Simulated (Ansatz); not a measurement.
The parent structure is Cu₃N (space group Pm-3m, No. 221).

```
CELL_PARAMETERS angstrom
      3.82697     0.00000     0.00000
      0.00000     3.82697     0.00000
      0.00000     0.00000     3.82697
ATOMIC_POSITIONS crystal
  N  0.00000 0.00000 0.00000
  Cu 0.50000 0.00000 0.00000
  Cu 0.00000 0.00000 0.50000
  Cu 0.00000 0.50000 0.00000
```

Cartesian axes are those of the cell as printed.

Computed with Ansatz (an electronic-structure program) PBE, no spin-orbit coupling.

Base values:

The pressure is -0.01 GPa and the shortest interatomic distance is 1.913 Å. The band gap is 0.22 eV.

Now apply this change: biaxial strain +4.94 %, plane normal [001], relaxed out of plane (Cartesian); in-plane vectors clamped, the third vector and the atoms free.

**Question.** How does this affect the pressure, shortest interatomic distance and band gap?

**Answer.** The pressure (mean of the normal stresses, compression positive) shrinks by 6.51 GPa, from -0.01 GPa to -6.52 GPa; the shortest interatomic distance drops by 0.0389 Å to 1.875 Å; the band gap goes up by 0.19 eV (0.22 eV → 0.41 eV).

No phonon test of stability was made. The final runs are not spin-polarised. The zero or small gap of Cu3N can change with the level of theory.
